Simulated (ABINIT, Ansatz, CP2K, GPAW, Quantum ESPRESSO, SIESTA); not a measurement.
**MgAu (Pm-3m, 2 atoms in the cell) computed with different codes at matched settings**

Self-consistent single point.

```
MgAu
1.0
    3.23851     0.00000     0.00000
    0.00000     3.23851     0.00000
    0.00000     0.00000     3.23851
Mg Au
1 1
Direct
  0.50000   0.50000   0.50000
  0.00000   0.00000   0.00000
```

All programs got the same cell, k-point mesh and kind of occupations (in Ansatz's words: kpoints.mp_grid.grid = 7 7 7; scf.occupations.method = gaussian; scf.occupations.width = 0.0073 Ry); potentials, basis and cutoffs are each program's usual ones.

```tsv
code	model	pressure (GPa)	k-points	cutoff
Ansatz	PBEsol, PAW files made with PBE	1.22	20	30.9 Ry
SIESTA	GGA PBEsol, numerical atomic orbitals TZP, PseudoDojo PBEsol standard norm-conserving potentials (rewritten from UPF to PSML)	-0.27	172	grid 350 Ry
GPAW	PBEsol, GPAW PAW datasets PBEsol (made by gpaw-setup)	1.56	20	850 eV
CP2K	PBEsol, GPW, DZVP-MOLOPT-SR-GTH basis, GTH-PBE potentials (GTH_POTENTIALS)	5.04	172	grid 1000 Ry
Quantum ESPRESSO	PBEsol, PseudoDojo standard norm-conserving (PBESOL) pseudopotentials	1.23	20	85 Ry
ABINIT	PBEsol, norm-conserving pseudopotentials (PseudoDojo nc-sr-04 PBEsol standard)	1.22	20	84 Ry
```

The spread over the programs that give each value: pressure within 5.31 GPa.

The starting cell comes from a database of computed structures (which also holds hypothetical and non-ambient phases and stackings), without a prior relaxation at this level. Its lattice was rescaled by a random factor within 2.5 % of one. On Ansatz's run: Spin-orbit coupling is off.

### Question
Why do the programs differ, and what cannot be compared?

### Answer
Differences of this kind can come from the potentials, where these differ, and from what each basis and cutoff leave unconverged. The valence holds different numbers of electrons (Ansatz (an electronic-structure program) 29, SIESTA 29, GPAW 21, CP2K 21, Quantum ESPRESSO 29, ABINIT 29). The zero of total energies and Fermi levels follows the potentials and each program's conventions, so they are not compared here. SIESTA and CP2K use small atom-centred bases, whose incompleteness enters pressures, forces and empty levels differently from a plane-wave cutoff. Ansatz's pressure is given at a fixed set of plane waves, as the other plane-wave codes print theirs; with its correction for the finite basis it is 1.25 GPa. Ansatz's smearing width was typed in Ry to four decimals, so it matches the others to a few per cent. The programs reduce the same mesh by symmetry to different extents, which changes the work and not the result. In the pressure, SIESTA (by 1.50) and CP2K (by 3.81) lie more than 1 GPa from the median of the plane-wave programs.

Left out of this page: Elk and FLEUR (not drawn, or without a comparable value).

Keys are those of Ansatz 0.2.
